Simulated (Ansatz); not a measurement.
Data:

```
CELL_PARAMETERS angstrom
      4.13979     0.00000     0.00000
      0.00000     4.13979     0.00000
      0.00000     0.00000     4.13979
ATOMIC_POSITIONS crystal
  Ba 0.00000 0.00000 0.00000
  Ti 0.50000 0.50000 0.50000
  O  0.00000 0.50000 0.50000
  O  0.50000 0.50000 0.00000
  O  0.50000 0.00000 0.50000
```

No spin polarisation.

Level of theory: plane-wave PAW DFT at the PBEsol level (Ansatz, a first-principles code, 420 eV), no spin-orbit coupling. Γ-centred 8×8×8 mesh, Fermi–Dirac width 0.05 eV.

### Question
Predict the gap character.

### Answer
Indirect, R → Γ.

### Question
What band gap does the calculation give?

### Answer
1.56 eV.

### Question
Estimate the pressure.

### Answer
-17.04 GPa.

The cells carry an imposed strain or load. Whether these cells are dynamically stable was not tested. The final runs are not spin-polarised. The cell was made from BaTiO3 in the cubic perovskite structure (space group Pm-3m, No. 221) by this change: isotropic strain +4.28 %. Many cubic perovskites are stable only at high temperature; tilts and polar distortions were not tested. This is not the structure that BaTiO3 has at room temperature and ambient pressure.
